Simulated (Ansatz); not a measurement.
Start from Bi2Se3 in the Bi2Te3 type structure (space group R-3m, No. 166).

```
Bi2Se3
1.0
    2.07216     1.19636     9.48267
   -2.07216     1.19636     9.48267
    0.00000    -2.39272     9.48267
Bi Se
2 3
Cartesian
  0.00000   0.00000  11.40408
  0.00000   0.00000  17.04394
  0.00000   0.00000   0.00000
  0.00000   0.00000   5.98894
  0.00000   0.00000  22.45907
```

Method: PBE-D3(BJ), PAW, 420 eV (Ansatz, a quantum-chemistry and plane-wave program; without spin-orbit coupling).

For the base:

| Quantity | Result |
|---|---|
| Width of the top valence band | 1.43 eV |
| Electron mass | 0.095 mₑ (at Γ) |
| Density | 7.71 g/cm³ |
| Valence-band top at Γ | 0.00, -1.25, -1.25 eV |

Modification: full substitution Se → Te, then cell and atoms are relaxed.

Tabulated Pauling electronegativity and covalent radius: Se 2.55, 1.20 Å; Te 2.10, 1.38 Å.

### Question
What happens to the width of the top valence band?

### Answer
The width of the top valence band rises by 0.173 eV, from 1.43 eV to 1.61 eV.

### Question
What does the calculation give for the electron mass after the change?

### Answer
The electron mass changes from 0.095 mₑ (at Γ) to 0.13 mₑ along c, 0.074 mₑ across (at Γ).

### Question
What happens to the density?

### Answer
The density increases by 0.19 g/cm³ to 7.90 g/cm³.

### Question
Predict the new valence-band top at Γ.

### Answer
The valence-band top at Γ (three highest levels, from the VBM) changes from 0.00, -1.25, -1.25 eV to 0.00, -0.90, -0.90 eV.

Spin-orbit coupling, missing from the scalar runs, can matter with Bi and Te. The levels and masses belong to the bands next to the band gap. Masses are band curvatures over ±0.01 Å⁻¹ around the edge. Whether these cells are dynamically stable was not tested.
